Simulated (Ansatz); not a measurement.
Where the default PAW files enter, the runs use the earlier of Ansatz's two default sets.

```
CELL_PARAMETERS angstrom
      3.80839     0.00000     0.00000
     -1.90420     3.29816     0.00000
      0.00000     0.00000    24.89096
ATOMIC_POSITIONS crystal
  Zn 0.33333 0.66667 0.74991
  Zn 0.66667 0.33333 0.24991
  Zn 0.33333 0.66667 0.12479
  Zn 0.66667 0.33333 0.62479
  Zn 0.00000 0.00000 0.00004
  Zn 0.00000 0.00000 0.50004
  Zn 0.66667 0.33333 0.87532
  Zn 0.33333 0.66667 0.37532
  S  0.00000 0.00000 0.59371
  S  0.00000 0.00000 0.09371
  S  0.66667 0.33333 0.96899
  S  0.33333 0.66667 0.46899
  S  0.33333 0.66667 0.21850
  S  0.66667 0.33333 0.71850
  S  0.66667 0.33333 0.34393
  S  0.33333 0.66667 0.84393
```

Space group of this cell: P6_3mc. The cell is taken as given; by PBEsol its mean pressure is -1.3 GPa.

Transport runs along the normal of the first two printed cell vectors, the (001) plane of the conventional cell.

The gap is the functional's own, uncorrected, and κ follows it; spin-orbit coupling is left out. Mid-gap values are interpolated between the computed energies.

Question: Compute, with Ansatz (a first-principles code) with PBEsol, the band gap and the smallest decay constant κ at mid-gap.

Answer: Gap 2.03 eV on a 12×12×2 mesh; κ = 0.140 1/Å, at the zone centre.
